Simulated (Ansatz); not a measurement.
# MgTe: biaxial strain −2.40 %, plane normal [001], relaxed out of plane

The parent structure is MgTe in the wurtzite structure (space group P6_3mc, No. 186; a = 4.561 Å, c = 7.412 Å). Axes: x lies along a and z along c of the hexagonal cell.

Modification: compressive biaxial strain of 2.40 % in the plane normal to [001], as in epitaxy on a mismatched substrate; the out-of-plane cell vector and the atoms relax.

Computed with DFT with PBEsol, PAW potentials and a 420 eV plane-wave cutoff in Ansatz (an electronic-structure program), scalar-relativistic without spin-orbit coupling. k-mesh 8×8×5 (Γ-centred); smearing 0.05 eV (Fermi–Dirac).

The volume per atom falls by 0.89 Å³ (33.39 Å³ → 32.50 Å³) and the shortest interatomic distance shrinks by 0.053 bohr (5.267 bohr → 5.214 bohr). The pressure (mean of the normal stresses, compression positive) goes up by 0.985 GPa (-0.01 GPa → 0.98 GPa) and the band gap decreases by 0.03 eV, from 2.39 eV to 2.36 eV. The gap character stays direct at Γ and the electron mass changes from 0.15 mₑ along c, 0.17 mₑ across (at Γ) to 0.15 mₑ out of plane, 0.18 mₑ in plane (at Γ). The valence-band top at Γ (three highest levels, from the VBM) changes from 0.00, -0.02, -0.02 eV to 0.00, 0.00, -0.29 eV and the out-of-plane strain comes out as +2.19 %. The ratio −ε⊥/ε∥ amounts to 0.91 and the mean in-plane stress (compression positive) is +1.5 GPa.

Cost of the whole job for the changed cell (relaxation, final SCF and bands): around 60 core-seconds (rough).

With Te present, leaving out spin-orbit coupling can change the band edges. Effective masses come from finite differences of ±0.01 Å⁻¹. No phonon test of stability was made.
